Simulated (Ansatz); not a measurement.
The reference is Si (space group Ia-3, No. 206; a = 6.602 Å). Axes: x, y, z lie along the cube axes.

Level of theory: PBEsol (Ansatz, an electronic-structure program; PAW; 420 eV plane waves; no spin-orbit coupling).

For the base:

| Property | Result |
|---|---|
| Pressure | 0.0 GPa |
| Shortest interatomic distance | 2.340 Å |

One thing is altered: uniaxial strain ε_yy = +5.29 %, all other strain components held at zero, atoms relaxed at fixed cell.

**Question.** Predict the new energy relative to the base, pressure and shortest interatomic distance.

**Answer.** The energy goes up by 26 meV/atom; the pressure (mean of the normal stresses, compression positive) goes from zero to -4.2 GPa; the shortest interatomic distance increases by 0.0138 Å (2.340 Å → 2.353 Å).

Stability against distortions was not tested. This is not the structure that Si has at room temperature and ambient pressure.
